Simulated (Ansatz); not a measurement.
Base system: BeSe in the zinc blende structure (space group F-43m, No. 216; a = 5.178 Å). Axes: x, y, z lie along the cube axes.

Computed with Kohn–Sham DFT with the PBE functional, run in Ansatz (a quantum-chemistry and plane-wave program) with PAW and 420 eV plane waves, scalar-relativistic without spin-orbit coupling.

It is then changed as follows: the cell is scaled by 0.9800 in all directions, atoms relaxed at fixed cell.

### Question
Predict the stress tensor and what it implies for the stiffness.

### Answer
Stress of the strained cell less that of the base (GPa, compression positive):
```
   5.12    0.00    0.00
   0.00    5.12    0.00
   0.00    0.00    5.12
```

Then B = −ΔP/(ΔV/V₀) with ΔV/V₀ = -0.0588 gives secant stiffness values (nonlinear terms included at this strain): B ≈ 87 GPa.

As a check, the harmonic strain energy −½ V₀ Δσ:ε is 17 meV/atom; the computed energy rise is 16 meV/atom.

Stability against distortions was not tested.
